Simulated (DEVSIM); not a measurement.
System: illuminated Si p-on-n cell, one wavelength, with a back-surface field, at 400 K.

```tsv
layer (left to right)	material	thickness (μm)	Nd (cm⁻³)	Na (cm⁻³)	τn (s)	τp (s)	absorption coefficient (cm⁻¹)
1	Si	0.160	-	3.5e18	2.2e-5	0.0006	17000
2	Si	45.0	1.3e16	-	0.00087	0.00087	17000
3	Si	1.30	3e18	-	0.00087	0.00087	17000
```

Left contact: ohmic, minority electron recombination velocity 5000 cm/s. Right contact: ohmic, minority hole recombination velocity 8e6 cm/s. Voltage is applied to the left contact. Recombination: SRH at mid-gap, radiative, Auger. Light enters at the left, 1.4e17 photons cm⁻² s⁻¹, one pass, no reflection. Mobility is μmin + (μ − μmin)/(1 + (N/Nref)^α).

The device is made up for the run: typed textbook-type constants, with dimensions and the other settings drawn at random. Values at 300 K; Nc and Nv go as T^1.5, mobilities as T to minus their exponent, the gap by Varshni's rule with the affinity fixed.

| parameter | Si |
|---|---|
| gap (eV) | 1.124 |
| affinity (eV) | 4.05 |
| permittivity | 11.7 |
| Nc (cm⁻³) | 2.86e19 |
| Nv (cm⁻³) | 3.1e19 |
| μn (cm²/Vs) | 1417 |
| μp (cm²/Vs) | 470 |
| μn,min | 52 |
| μp,min | 45 |
| Nref,n | 9.7e16 |
| Nref,p | 2.2e17 |
| αn | 0.68 |
| αp | 0.72 |
| T exponent of μn | 2.3 |
| T exponent of μp | 2.2 |
| B (cm³/s) | 4.7e-15 |
| Cn (cm⁶/s) | 2.8e-31 |
| Cp (cm⁶/s) | 9.9e-32 |
| Varshni α (eV/K) | 0.000473 |
| Varshni β (K) | 636 |

DEVSIM, 1D drift-diffusion, Boltzmann statistics, complete ionisation; no tunnelling, impact ionisation, image-force lowering or self-heating.

Task: Tabulate band edges, carrier densities and field at zero bias, in the dark.

Result: Energies count from the Fermi level of the right contact; mesh points crowd at the junctions.

```
x (μm)   Ec (eV)  Ev (eV)  n (cm⁻³)  p (cm⁻³)  field (V/cm)
-------  -------  -------  --------  --------  ------------
0.000      1.006   -0.090   9200000    3.5e18           ≈ 0
0.03784    1.006   -0.090   9200000    3.5e18           ≈ 0
0.1032     1.006   -0.090   9200000    3.5e18           ≈ 0
0.1509     1.005   -0.091   9500000    3.4e18         -5100
0.2026     0.736   -0.361    2.4e10    1.4e15        -41000
0.3282     0.377   -0.720    7.9e14    4.1e10        -16000
0.6688     0.280   -0.816    1.3e16     2.5e9           -11
2.356      0.280   -0.816    1.3e16     2.5e9           ≈ 0
6.290      0.280   -0.816    1.3e16     2.5e9           ≈ 0
17.90      0.280   -0.816    1.3e16     2.5e9           ≈ 0
35.22      0.280   -0.816    1.3e16     2.5e9           ≈ 0
42.69      0.280   -0.816    1.3e16     2.5e9           ≈ 0
44.28      0.280   -0.816    1.3e16     2.5e9           ≈ 0
44.87      0.280   -0.816    1.3e16     2.5e9           -18
45.11      0.257   -0.840    2.6e16     1.3e9         -6300
45.16      0.149   -0.948    5.9e17     5.5e7        -75000
45.20      0.093   -1.004    3.0e18     1.1e7           ≈ 0
45.30      0.093   -1.004    3.0e18     1.1e7           ≈ 0
45.76      0.093   -1.004    3.0e18     1.1e7           ≈ 0
46.22      0.093   -1.004    3.0e18     1.1e7           ≈ 0
46.39      0.093   -1.004    3.0e18     1.1e7           ≈ 0
46.46      0.093   -1.004    3.0e18     1.1e7           ≈ 0
```
